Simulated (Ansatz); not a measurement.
NH3 on the 1x1 (110) surface of 3C silicon carbide (cut with top plane C + Si), one in a 2x2 cell, energies for each (54.3 Å²). Energies are against NH3(g), without zero-point or thermal terms; each row is named by its start. No converged result for: 3 more starts.

Host crystal: 3C silicon carbide, with a band gap (PBE, scalar-relativistic without spin-orbit coupling).

Computed with PBE (plane waves to 420 eV, PAW; Ansatz, an electronic-structure program).

Set-up: 52 atoms, 7.7 Å thick at the start under the adsorbate (thin: gaps and levels are the slab's own); mesh 3x3x1; 0.01 eV smearing; dipole correction on; 24 atoms held, the rest relaxed; each run with such symmetry as its start has; no spin, no spin-orbit, no U, no dispersion correction.

A negative adsorption energy means that the adsorbate is more stable on the surface than in its reference. Starts that drift may end in the same place. Heights count from the host atoms within 0.3 Å of the top one.

| starting site | E_ads (eV) | height (Å) | nearest host atom (Å) | bonded to | change of the vacuum step (eV) | lateral drift (Å) |
|---|---|---|---|---|---|---|
| over C at depth 1.5 Å | -1.90 | 1.49 | Si 1.90 | Si | -1.47 | 0.0 |
| hollow beside Si | -1.90 | 1.49 | Si 1.90 | Si | -1.47 | 2.2 |
| hollow C-C-Si-Si | -1.90 | 1.49 | Si 1.90 | Si | -1.47 | 0.8 |
| bridge C-Si (span 3.9 Å) | -1.90 | 1.49 | Si 1.90 | Si | -1.47 | 0.9 |
